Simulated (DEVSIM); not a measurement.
Structure: illuminated Si p-on-n cell, one wavelength, at 300 K.

Layer 1 from the left is Si, thickness (μm) 0.470, Na (cm⁻³) 3.7e18, τn (s) 3.1e-7, τp (s) 1.6e-6, absorption coefficient (cm⁻¹) 51000. Layer 2 from the left is Si, thickness (μm) 34.0, Nd (cm⁻³) 1.8e16, τn (s) 2.6e-6, τp (s) 2.6e-6, absorption coefficient (cm⁻¹) 51000.

Left contact: ohmic, minority electron recombination velocity 1000 cm/s. Right contact: ohmic, minority hole recombination velocity 70000 cm/s. Voltage is applied to the left contact. Recombination: SRH at mid-gap, radiative, Auger. Gap narrowing is on: ΔEg = 6.92 meV × (l + √(l² + 0.5)), l = ln(N/1.3e17 cm⁻³), shared equally by both band edges. Light enters at the left, 1.2e17 photons cm⁻² s⁻¹, one pass, no reflection. Mobility is μmin + (μ − μmin)/(1 + (N/Nref)^α).

The device is made up for the run: typed textbook-type constants, with dimensions and the other settings drawn at random. Values at 300 K.

Si: gap (eV) 1.124, affinity (eV) 4.05, permittivity 11.7, Nc (cm⁻³) 2.86e19, Nv (cm⁻³) 3.1e19, μn (cm²/Vs) 1417, μp (cm²/Vs) 470, μn,min 52, μp,min 45, Nref,n 9.7e16, Nref,p 2.2e17, αn 0.68, αp 0.72, B (cm³/s) 4.7e-15, Cn (cm⁶/s) 2.8e-31, Cp (cm⁶/s) 9.9e-32.

Model (solved in DEVSIM): 1D drift-diffusion, Boltzmann statistics, complete ionisation; no tunnelling, impact ionisation, image-force lowering or self-heating.

Task: What does the simulation give for the share of generated pairs collected at short circuit, the dark forward voltage at 100 A/cm², the short-circuit current, the potential step across the device at zero bias?

Result: share of generated pairs collected at short circuit 0.989; dark forward voltage at 100 A/cm² 0.841 V; short-circuit current 19.0 mA/cm²; potential step across the device at zero bias 0.855 V.
